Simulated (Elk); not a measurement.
Band structure of Sr (Fm-3m, 1 atom in the cell).

```
Sr
1.0
    0.00000     2.96383     2.96383
    2.96383     0.00000     2.96383
    2.96383     2.96383     0.00000
Sr
1
Cartesian
  0.00000   0.00000   0.00000
```

Method: PBE, all-electron FP-LAPW, Elk's shipped species files, default APW+lo basis run with Elk.

Settings: xctype = 20; rgkmax = 7; stype = 3; swidth = 0.00367493 Ha; ngridk = 8 8 8.

The starting cell comes from a database of computed structures (which also holds hypothetical and non-ambient phases and stackings), without a prior relaxation at this level. Its lattice was rescaled by a random factor within 2.5 % of one. Values depend on the basis (sphere radii, cutoffs, local orbitals), which need not be converged.

Levels in eV from the Fermi level, bands 2 to 8:
```tsv
point	2	3	4	5	6	7	8
Γ	-18.29	-18.29	-18.29	-3.71	2.50	2.50	2.50
X	-18.52	-18.38	-18.38	-0.67	0.31	1.21	5.56
W	-18.45	-18.45	-18.38	0.06	0.69	0.69	2.41
K	-18.48	-18.43	-18.36	-0.11	0.25	0.95	3.73
L	-18.54	-18.33	-18.33	-1.12	0.18	2.30	2.30
U	-18.48	-18.43	-18.36	-0.11	0.25	0.95	3.73
```

Bands cross the Fermi level along this path, so the cell is metallic at this level.
